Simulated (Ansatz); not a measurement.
## What each level gives and costs: InP (F-43m, 2 atoms in the cell)

```xyz
2
Lattice="0.0000 2.9115 2.9115 2.9115 0.0000 2.9115 2.9115 2.9115 0.0000" Properties=species:S:1:pos:R:3 pbc="T T T"
In     0.0000     0.0000     0.0000
P      1.4558     1.4558     1.4558
```

Program: Ansatz (a first-principles code), default PAW files; each row names its functional.

Base settings: basis.ecutwfc = 420 eV; kpoints.mp_grid.grid = 7 7 7; hamiltonian.xc = pbe0; hamiltonian.pseudopotentials = {kind: paw}, with the files named one by one; scf.occupations.method = gaussian; scf.occupations.width = 0.02 eV.

Differences are taken from PBE0, a reference of convenience: it is no measurement, and no ranking of the functionals follows.

Core times come from one kind of shared machine and are given to one figure; runs under 30 s give none.

The starting cell comes from a database of computed structures (which also holds hypothetical and non-ambient phases and stackings), without a prior relaxation at this level. Its lattice was rescaled by a random factor within 2.5 % of one. Ansatz's pressure includes its estimate of the finite-basis (Pulay) stress.

```
level  gap on the mesh less reference (eV)  pressure less reference (GPa)  core time / reference (rough)
-----  -----------------------------------  -----------------------------  -----------------------------
PBE                                 -1.398                           2.01                              –
HSE06                               -0.603                           0.20                              1
PBE0                                 0.000                           0.00                              1
```

Keys are those of Ansatz 0.2.
